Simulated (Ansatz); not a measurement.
The starting structures come from a database of crystals and need not be the phases stable at ambient conditions.

The decay constant κ of evanescent states in the gap governs leakage through a thin film.

Given:

```xyz
4
Lattice="7.4712 0.0000 0.0000 2.4904 7.6590 0.0000 3.7356 0.0000 2.1567" Properties=species:S:1:pos:R:3 pbc="T T T"
Rb     0.0000     0.0000     0.0000
La     4.9808     3.8295     0.0000
S      2.4904     2.3046     0.0000
S      7.4712     5.3544     0.0000
```

Space group of this cell: R-3m. The cell is taken as given.

Transport runs along the normal of the first two printed cell vectors, the (110) plane of the conventional cell.

No gap correction and no spin-orbit coupling; mid-gap values are interpolated between computed energies.

Question: Compute, with r2SCAN (Ansatz, a first-principles code), the band gap and the smallest decay constant κ at mid-gap.

Answer: Gap 3.00 eV on a 14×14×14 mesh; κ = 0.285 1/Å, at the zone centre.
